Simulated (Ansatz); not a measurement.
Hypothetical diamond Hf: pressure 1.5 GPa

Take Hf in the diamond structure (space group Fd-3m, No. 227; a = 6.376 Å; a hypothetical phase, not in the database extracts checked) as the base.

Modification: cell and atoms relaxed at a pressure of 1.5 GPa.

Calculations: Kohn–Sham DFT with the PBEsol functional, run in Ansatz (an electronic-structure program) with PAW and 420 eV plane waves, no spin-orbit coupling. Settings: 13×13×13 k-points, 0.05 eV Fermi–Dirac smearing.

* **Volume per atom**: 30.80 Å³ (base 32.40 Å³)
* **Density**: 9.62 g/cm³ (base 9.15 g/cm³)
* **Lattice parameter a**: 6.269 Å (base 6.376 Å)
* **Shortest interatomic distance**: 2.715 Å (base 2.761 Å)
* **Enthalpy H = E + PV relative to the base's energy**: +0.30 eV/atom
* **Band gap**: zero (base zero)

Load acts through the strain it causes; cell and atoms are relaxed under it. Stability against distortions was not tested. All final runs are without spin polarisation. Hf has a high density of states at the Fermi level and may be magnetic at this level.
